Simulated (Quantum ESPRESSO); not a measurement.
A working Quantum ESPRESSO input for LaSi2Pt (Cmcm, 8 atoms in the cell) (DFT, LDA (PZ), plane waves, GBRV 1.5 ultrasoft (LDA) pseudopotentials):

```fortran
&CONTROL
 calculation = 'scf'
 prefix = 'pwscf'
 outdir = './work'
 pseudo_dir = './'
 verbosity = 'high'
 tprnfor = .true.
 tstress = .true.
/
&SYSTEM
 ibrav = 0
 nat = 8
 ntyp = 3
 ecutwfc = 40
 ecutrho = 320
 occupations = 'smearing'
 smearing = 'cold'
 degauss = 0.0147
/
&ELECTRONS
 conv_thr = 1.0d-10
/
ATOMIC_SPECIES
La   138.9055  la_lda_v1.uspp.F.UPF
Si    28.0850  si_lda_v1.uspp.F.UPF
Pt   195.0840  pt_lda_v1.4.uspp.F.UPF
CELL_PARAMETERS {angstrom}
   2.1748300000    -8.4577550000     0.0000000000
   2.1748300000     8.4577550000     0.0000000000
   0.0000000000     0.0000000000     4.2733500000
ATOMIC_POSITIONS {alat}
La    0.2490387536    0.7644319357    0.1223348213
La    0.2490387536   -0.7644319357    0.3670044639
Si    0.2490387536   -0.4850796647    0.1223348213
Si    0.2490387536    0.4850796647    0.3670044639
Si    0.2490387536   -0.0697509034    0.3670044639
Si    0.2490387536    0.0697509034    0.1223348213
Pt    0.2490387536   -0.3495874212    0.3670044639
Pt    0.2490387536    0.3495874212    0.1223348213
K_POINTS {automatic}
4 4 4  0 0 0
```

The run converged in 14 iterations: free energy E − TS -9050.4475 eV; Fermi level (on the code's own zero) 13.01 eV; pressure -5.50 GPa; largest force (vector length) 0.244 eV/Å. Each of these slips is then made, one at a time:

(1)
```diff
-ATOMIC_POSITIONS {alat}
+ATOMIC_POSITIONS {cartesian}
```

(2)
```diff
- ntyp = 3
+ ntyp = 2
```

(3)
```diff
- ecutwfc = 40
- ecutrho = 320
```

Question: Predict the outcome of each change.

Answer: 
(1) A value that the program does not know. The program stopped before any SCF iteration.
```
Error in routine read_cards (1):
unknown option for ATOMIC_POSITION: ATOMIC_POSITIONS {CARTESIAN}
```

(2) A species count that does not match the list of species. The program stopped before any SCF iteration.
```
Error in routine read_cards (7):
species Pt in ATOMIC_POSITIONS is nonexistent
```

(3) No plane-wave cutoff. The program stopped before any SCF iteration.
```
Error in routine set_cutoff (1):
ecutwfc not set
```

The starting cell comes from a database of computed structures (which also holds hypothetical and non-ambient phases and stackings), without a prior relaxation at this level. Spin polarisation is off. In the base run, with a pressure of about -5 GPa the cell is away from its equilibrium volume at this level. Without a gap this mesh is coarse (it stands for a supercell whose shortest vector is 17 Å).

Left out of this page: 3 runs of the series outside the window shown, repeating another row's setting, or not comparable; 1 run of the series unsound by tests on forces, stress, charge or solver warnings.
